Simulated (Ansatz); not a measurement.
**SiC, pressure series**

Base system: SiC in the wurtzite structure (space group P6_3mc, No. 186; a = 3.0919 Å, c = 5.0742 Å).

Cell and atoms are relaxed at each pressure.

The values are results of PBE (Ansatz, a first-principles code; PAW; 420 eV plane waves; without spin-orbit coupling), earlier PAW set, not measurements.

```json
[
 {"change": "base", "c/a ratio": "1.641", "width of the top valence band": "3.85 eV", "band gap": "2.31 eV", "shortest interatomic distance": "1.893 Å"},
 {"change": "pressure −2 GPa", "c/a ratio": "1.641", "width of the top valence band": "3.82 eV", "band gap": "2.32 eV", "shortest interatomic distance": "1.899 Å"},
 {"change": "pressure −1 GPa", "c/a ratio": "1.641", "width of the top valence band": "3.83 eV", "band gap": "2.32 eV", "shortest interatomic distance": "1.896 Å"},
 {"change": "pressure 3 GPa", "c/a ratio": "1.641", "width of the top valence band": "3.89 eV", "band gap": "2.28 eV", "shortest interatomic distance": "1.885 Å"},
 {"change": "pressure 7 GPa", "c/a ratio": "1.641", "width of the top valence band": "3.94 eV", "band gap": "2.25 eV", "shortest interatomic distance": "1.874 Å"},
 {"change": "pressure 15 GPa", "c/a ratio": "1.640", "width of the top valence band": "3.98 eV", "band gap": "(withheld)", "shortest interatomic distance": "1.855 Å"},
 {"change": "pressure 30 GPa", "c/a ratio": "1.639", "width of the top valence band": "4.14 eV", "band gap": "2.10 eV", "shortest interatomic distance": "1.824 Å"},
 {"change": "pressure 50 GPa", "c/a ratio": "1.638", "width of the top valence band": "4.32 eV", "band gap": "2.00 eV", "shortest interatomic distance": "1.790 Å"},
 {"change": "pressure 75 GPa", "c/a ratio": "1.637", "width of the top valence band": "4.52 eV", "band gap": "1.89 eV", "shortest interatomic distance": "1.756 Å"},
 {"change": "pressure 100 GPa", "c/a ratio": "1.635", "width of the top valence band": "4.68 eV", "band gap": "(withheld)", "shortest interatomic distance": "1.727 Å"}
]
```

Some entries are withheld; estimate them.


- pressure 15 GPa, band gap: 2.20 eV
- pressure 100 GPa, band gap: 1.80 eV

Load acts through the strain it causes; cell and atoms are relaxed under it. Whether these cells are dynamically stable was not tested. Competing high-pressure phases were not computed.
